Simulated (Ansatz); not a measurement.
For TaAg (model structure, Pmma, No. 51, 4 atoms in the cell), PBEsol (plane waves, PAW; Ansatz, a first-principles code) gives:

| Item | Result |
|---|---|
| bulk modulus B0 | 176 GPa |
| cohesive energy | 5.69 eV/atom |

Q: What does r²SCAN (Ansatz, PAW) give for the same quantities?

A: 
- bulk modulus: 164 GPa (drops by 6.8 %)
- cohesive energy: 5.00 eV/atom (decreases by 0.69 eV/atom)

Changes are worked out from the printed values.

Unless a cell is named, each level is at its own relaxed cell (PBEsol 16.90, r²SCAN 17.30 Å³/atom).

Levels without +SOC leave out spin–orbit coupling, which shifts energies and cells of such heavy elements.

Caveats: the bulk modulus is −V dP/dV from two relaxed cells at ±2 % in volume (PBEsol, r²SCAN). Ansatz's density-functional and Hartree–Fock values are scalar-relativistic unless marked +SOC, with PAW data made under PBE.

A model structure was made by putting elements into a prototype or built by hand; it is no filed structure, need not be a known phase, and can be a saddle point held by its symmetry.
